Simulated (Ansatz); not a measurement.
## ZrO2 with two functionals, isotropic strain −2.13 %

Start from ZrO2 in the fluorite structure (space group Fm-3m, No. 225; a = 5.116 Å).

(Cell as relaxed with PBE.)

Levels (all Ansatz, a quantum-chemistry and plane-wave program, PAW, earlier PAW set): PBE (420 eV, scalar-relativistic without spin-orbit coupling); r2SCAN (500 eV, spin-orbit coupling left out).

Each level relaxes its own structure.

| base | PBE | r2SCAN |
|---|---|---|
| volume per atom | 11.16 Å³ | 10.98 Å³ |
| lattice parameter a | 5.116 Å | 5.089 Å |
| band gap | 3.32 eV | 3.89 eV |

The change: every lattice vector is shortened by 2.13 %; the atoms relax in the strained cell.

```tsv
quantity	PBE	r2SCAN
pressure	174.6 kbar	[?]
energy relative to the base (free energy F)	+36 meV/atom	[?]
```

Q: Given the PBE results, estimate those of r2SCAN.

A: 
- pressure, r2SCAN: 189.5 kbar
- energy relative to the base (free energy F), r2SCAN: +38 meV/atom

PBE's pressure lies 14.9 kbar below r2SCAN's; PBE's energy relative to the base lies 2.5 meV/atom below r2SCAN's. Neither level is exact; r2SCAN is the comparison here, not a measurement.

Stability against distortions was not tested. This is not the structure that ZrO2 has at room temperature and ambient pressure.
